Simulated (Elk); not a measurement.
**Elk run on In (I4/mmm, 1 atom in the cell): self-consistent single point**

Method: PBE, all-electron FP-LAPW, Elk's shipped species files, default APW+lo basis (Elk 10.2.4).

This input was run:

```
tasks
  0

xctype
  20

rgkmax
  7.0

stype
  3

swidth
  0.00367493

avec
   -3.0708049525    3.0708049525    4.6770721584
    3.0708049525   -3.0708049525    4.6770721584
    3.0708049525    3.0708049525   -4.6770721584

sppath
  './'

atoms
  1   : nspecies
  'In.in'   : spfname
  1   : natoms; atposl, bfcmt below
  0.0000000000  0.0000000000  0.0000000000    0.0 0.0 0.0

ngridk
  15 15 15
```

Output (repeated stretches shortened):

```
│ Elk code version 10.2.4 │

All units are atomic (Hartree, Bohr, etc.)

│ Ground-state run starting from atomic densities │

Lattice vectors :
  -3.070804953       3.070804953       4.677072158
   3.070804953      -3.070804953       4.677072158
   3.070804953       3.070804953      -4.677072158

Unit cell volume      :    176.4162257
Brillouin zone volume :    1.406051017

Muffin-tin inner radius fraction :   0.1000000000E-01

Nuclei treated as point charges

Species :    1 (In)
 parameters loaded from : In.in
 name : indium
 nuclear charge    :   -49.00000000
 electronic charge :    49.00000000
 atomic mass :    209300.4100
 muffin-tin radius :    2.600000000
 number of radial points in muffin-tin :    597
 atomic positions (lattice), magnetic fields (Cartesian) :
   1 :   0.00000000  0.00000000  0.00000000    0.00000000  0.00000000  0.00000000

Total number of atoms per unit cell :    1

Spin treatment :
 spin-unpolarised

Number of Bravais lattice symmetries :   16
Number of crystal symmetries         :   16
Crystal has inversion symmetry
Real symmetric eigensolver will be used

k-point grid :     15    15    15
k-point offset :    0.000000000       0.000000000       0.000000000
k-point set is reduced with full crystal symmetry group
Total number of k-points :      288

Muffin-tin radius times maximum |G+k| :    7.000000000
 using average radius
Maximum |G+k| for APW functions       :    2.692307692
Maximum (1/2)|G+k|²                   :    3.624260355
Maximum |G| for potential and density :    12.00000000
 potential will be trimmed for |G| > 2 gkmax
Constant for pseudocharge density :    8
Radial integration step length :    4

G-vector grid sizes :     25    25    25
Number of G-vectors :     5205

Maximum angular momentum used for
 APW functions                      :    8
 outer part of muffin-tin           :    6
 inner part of muffin-tin           :    1

Total nuclear charge    :   -49.00000000
Total core charge       :    30.00000000
Total valence charge    :    19.00000000
Total excess charge     :    0.000000000
Total electronic charge :    49.00000000

Effective Wigner radius, rₛ :   0.9507900153

Number of empty states         :    4
Total number of valence states :   14
Total number of core states    :   30

Total number of local-orbitals :   17

Exchange-correlation functional :     20     0     0
 Perdew-Burke-Ernzerhof, Phys. Rev. Lett. 77, 3865 (1996)
 gradient requirement :    1
 generalised gradient approximation (GGA)

Smearing type :    3
 Fermi-Dirac
Smearing width :   0.3674930000E-02
Effective electronic temperature (K) :    1160.451112

Mixing type :    3
 Broyden mixing, J. Phys. A: Math. Gen. 17, L317 (1984)

Kohn-Sham potential initialised from atomic data

│ Self-consistent loop started │
│ Loop number : 1 │
 total energy                :     -5885.06322143
│ Loop number : 2 │
 total energy                :     -5885.08369857
RMS change in Kohn-Sham potential (target) :   0.9851881577E-01 (  0.1000000000E-05)
Absolute change in total energy (target)   :   0.2047713681E-01 (  0.1000000000E-03)
│ Loop number : 3 │
 total energy                :     -5885.05006506
RMS change in Kohn-Sham potential (target) :   0.9647905592E-01 (  0.1000000000E-05)
Absolute change in total energy (target)   :   0.2851422159E-01 (  0.1000000000E-03)
│ Loop number : 4 │
 total energy                :     -5884.17970921
RMS change in Kohn-Sham potential (target) :   0.4741210949E-01 (  0.1000000000E-05)
Absolute change in total energy (target)   :   0.8774844093     (  0.1000000000E-03)
│ Loop number : 5 │
 total energy                :     -5883.61454697
RMS change in Kohn-Sham potential (target) :   0.1539867685E-01 (  0.1000000000E-05)
Absolute change in total energy (target)   :   0.7845333459     (  0.1000000000E-03)
│ Loop number : 6 │
 total energy                :     -5883.41372174
RMS change in Kohn-Sham potential (target) :   0.3736236687E-02 (  0.1000000000E-05)
Absolute change in total energy (target)   :   0.3969585646     (  0.1000000000E-03)
│ Loop number : 7 │
 total energy                :     -5883.34930692
RMS change in Kohn-Sham potential (target) :   0.2140613585E-03 (  0.1000000000E-05)
Absolute change in total energy (target)   :   0.1636544608     (  0.1000000000E-03)
│ Loop number : 8 │
 total energy                :     -5883.34731011
RMS change in Kohn-Sham potential (target) :   0.6538390365E-04 (  0.1000000000E-05)
Absolute change in total energy (target)   :   0.4291042753E-01 (  0.1000000000E-03)
│ Loop number : 9 │
 total energy                :     -5883.34508859
RMS change in Kohn-Sham potential (target) :   0.3969453713E-04 (  0.1000000000E-05)
Absolute change in total energy (target)   :   0.1294911907E-01 (  0.1000000000E-03)
│ Loop number : 10 │
 total energy                :     -5883.34253301
RMS change in Kohn-Sham potential (target) :   0.9716518052E-05 (  0.1000000000E-05)
Absolute change in total energy (target)   :   0.5792860064E-02 (  0.1000000000E-03)
│ Loop number : 11 │
 total energy                :     -5883.34208786
RMS change in Kohn-Sham potential (target) :   0.5072094722E-06 (  0.1000000000E-05)
Absolute change in total energy (target)   :   0.1893368511E-02 (  0.1000000000E-03)
│ Loop number : 12 │
 total energy                :     -5883.34207148
RMS change in Kohn-Sham potential (target) :   0.2294859012E-06 (  0.1000000000E-05)
Absolute change in total energy (target)   :   0.4897226790E-03 (  0.1000000000E-03)
│ Loop number : 13 │
 total energy                :     -5883.34207032
RMS change in Kohn-Sham potential (target) :   0.4053489300E-07 (  0.1000000000E-05)
Absolute change in total energy (target)   :   0.1235892641E-03 (  0.1000000000E-03)
│ Loop number : 14 │
 total energy                :     -5883.34207037
RMS change in Kohn-Sham potential (target) :   0.2257523907E-07 (  0.1000000000E-05)
Absolute change in total energy (target)   :   0.3084906984E-04 (  0.1000000000E-03)
Convergence targets achieved

│ Loop number : 15 │

Energies :
 Fermi                       :     0.209442236214
 sum of eigenvalues          :     -3542.76551953
 electron kinetic            :      6180.55827591
 core electron kinetic       :      5970.39412803
 Coulomb                     :     -11903.7851318
 Coulomb potential           :     -9514.48868405
 nuclear-nuclear             :     -513.056136570
 electron-nuclear            :     -13266.9693063
 Hartree                     :      1876.24031113
 Madelung                    :     -7146.54078973
 xc potential                :     -208.835111385
 exchange                    :     -157.500730915
 correlation                 :     -2.61392072967
 electron entropic           :    -0.562704282901E-03
 total energy                :     -5883.34207019

Density of states at Fermi energy :    12.61114320
 (states/Hartree/unit cell)

Estimated indirect band gap :   0.1302576218E-02
 from k-point    202 to k-point    234
Estimated direct band gap   :   0.3947513020E-02
 at k-point    234

Charges :
 core                        :    30.00000000
 valence                     :    19.00000000
 interstitial                :    1.706374737
 muffin-tins (core leakage)
  species :    1 (In)
   atom    1                 :    47.29362526     (  0.1308815936E-03)
 total in muffin-tins        :    47.29362526
 total calculated charge     :    48.99814546
 total charge                :    49.00000000
 error                       :   0.1854538802E-02

│ Self-consistent loop stopped │
```

The run converged in 15 iterations. The count includes the last loop, which Elk runs after its targets are met.

The starting cell has typed, rounded lattice constants, without a prior relaxation at this level. Values depend on the basis (sphere radii, cutoffs, local orbitals), which need not be converged. The log's line on a gap gives a spacing of levels on this mesh, which the program prints for metals too.
